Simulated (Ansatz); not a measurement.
System: Co3PdC (model structure, started from the Mn3GaN type, Pm-3m, No. 221, 5 atoms in the cell). Method: LDA (PAW; Ansatz, an electronic-structure program).

Settings: plane-wave cutoff 520 eV, 14×14×14 k mesh, Fermi–Dirac smearing 0.05 eV, spin-polarised with parallel moments, scalar-relativistic PAW data made under PBE.

Cell (relaxed at this level):

```xyz
5
Lattice="3.6996 0.0000 0.0000 0.0000 3.6996 0.0000 0.0000 0.0000 3.6996" Properties=species:S:1:pos:R:3 pbc="T T T"
Co     1.8498     1.8498     0.0000
Co     0.0000     1.8498     1.8498
Co     1.8498     0.0000     1.8498
Pd     0.0000     0.0000     0.0000
C      1.8498     1.8498     1.8498
```
Starting moments (μB, in the order of the record's atoms Co Co Co Pd C): 3.0 3.0 3.0 0.0 0.0.

Q: Predict the bulk modulus.

A: 
- bulk modulus: 274 GPa

The run finds no gap.

Note: the magnetic order was assumed, not searched for or taken from measurement; the bulk modulus is −V dP/dV from two relaxed cells at ±2 % in volume; the moments ended far under their starting size, a low-moment state that need not be the lowest; the relaxation could raise the start's symmetry but not lower it, so the cell can be a saddle point.

Computed values are for the static lattice.

A model structure was made by putting elements into a prototype or built by hand; it is no filed structure, need not be a known phase, and can be a saddle point held by its symmetry.
